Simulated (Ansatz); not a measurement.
N on the 1x1 (110) surface of bcc Mo, one in a 2x2 cell, started at the site 'top Mo'

These are PBE (plane waves to 420 eV, PAW; Ansatz, a quantum-chemistry and plane-wave program) values and carry that method's errors.

Set-up: 17 atoms, 6.5 Å thick at the start under the adsorbate (thin: gaps and levels are the slab's own); mesh 6x6x1; 0.1 eV smearing; dipole correction on; 8 atoms held, the rest relaxed; start symmetry kept, larger cells not searched; spin-polarised, no spin-orbit, no U, no dispersion correction. The starting moment vanished. At the end it is bonded to Mo. In PBE this state lies 2.29 eV over the lowest of the starts that converged ('hollow Mo-Mo-Mo').

The adsorption energy against ½ N2(g) is 0.50 eV and the work function of the top face comes out as 6.04 eV. The change of the work function comes out as 1.45 eV. The change of the step from the bottom to the top vacuum level, against the clean slab comes out as 1.50 eV and the energy released by relaxation is 2.61 eV. The height of the binding atom over the mean of the host atoms within 0.3 Å of the top one is 1.895 Å, the magnetic moment of the cell comes out as 0.00 μB and the nearest host atoms of the binding atom comes out as Mo at 1.71 Å, Mo at 3.38 Å, Mo at 3.38 Å. The largest move of a host atom is 0.29 Å and the cost is roughly 30 core-minutes.

A negative adsorption energy means that the adsorbate is more stable on the surface than in its reference.
